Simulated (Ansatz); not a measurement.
The reference is CrSe2 (space group Fm-3m, No. 225; a = 6.083 Å; ferromagnetic; a hypothetical phase, not in the database extracts checked; relaxed with 0.1 eV smearing). Axes: x, y, z lie along the cube axes.

Method: Ansatz (an electronic-structure program), PBEsol, PAW, cutoff 420 eV, scalar-relativistic without spin-orbit coupling.

A first run, uniaxial strain ε_yy = +1.57 %, gives secant values C11 ≈ 160 GPa and C12 ≈ 51 GPa from its stress. A second run applies uniaxial stress, 3 GPa compression along x.

**Question.** What does linear elasticity predict for Young's modulus in the second run, and what does the run give?

**Answer.** Linear elasticity: (C11 − C12)(C11 + 2 C12)/(C11 + C12) = 140 GPa. The run gives 130 GPa; any difference comes from nonlinear terms at these strains and numerical noise.

The magnetic state is the one reached from the starting moments; the real material's order can differ, and small cells can't hold many antiferromagnetic ones. Stability under load was not tested beyond the relaxation.
